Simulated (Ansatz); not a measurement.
**ZnO: energy against strain**

ZnO (wurtzite, P6_3mc, 11.330 Å³/atom at rest, c along z) under an equal strain ε in the (0001) plane with the normal axis free, as in a coherent film. LDA in Ansatz, a plane-wave DFT program (PAW, default set), 420 eV, 12×12×7 Γ-centred mesh, Fermi-Dirac smearing 0.05 eV; ions are relaxed within the symmetry of each cell.

Here s stands for strain and y for E less E0.

```
strain (%)  E less E0 (meV/atom)
----------  --------------------
-3.00                          ?
-1.20                       2.37
-0.60                       0.59
0.00                        0.00
0.60                        0.59
1.20                        2.33
```

Question: Fit y against s with a parabola, and predict the withheld value at s = -3.00.

Answer: Least squares gives y = 0.002 - 0.0133·s + 1.6310·s². Residuals (row less fit): 0.003, -0.007, -0.002, 0.009, -0.005; standard error 0.009 (degrees of freedom: 2). Twice the quadratic coefficient over the volume, 2 × 1.6310 meV × 10⁴ × 0.1602 / 11.330 Å³, is twice the biaxial elastic modulus of this plane = 461 ± 1.9 GPa. At the withheld row, y = 0.002 - 0.0133 × (-3.0) + 1.6310 × (-3.0)² = 14.721 meV/atom. The calculation gives 15.02 meV/atom, 0.299 meV/atom above the prediction (2.0 % of the range of y in the table). The row lies outside the fitted rows, so this is an extrapolation. From the scatter of the fitted rows alone, a prediction at this place has a standard error of 0.059 meV/atom, so the miss is 5.1 times that.

One order more, fitted to all 11 runs of the series, follows each within 0.03, so the miss is the next term of a smooth law. Rows are the converged runs of the series near zero and its far end; series whose fitted rows scatter by over a few per cent of the range, as at a crossing or softening among them, aren't shown in this form. Most that stay on the fit to the last digits aren't either.
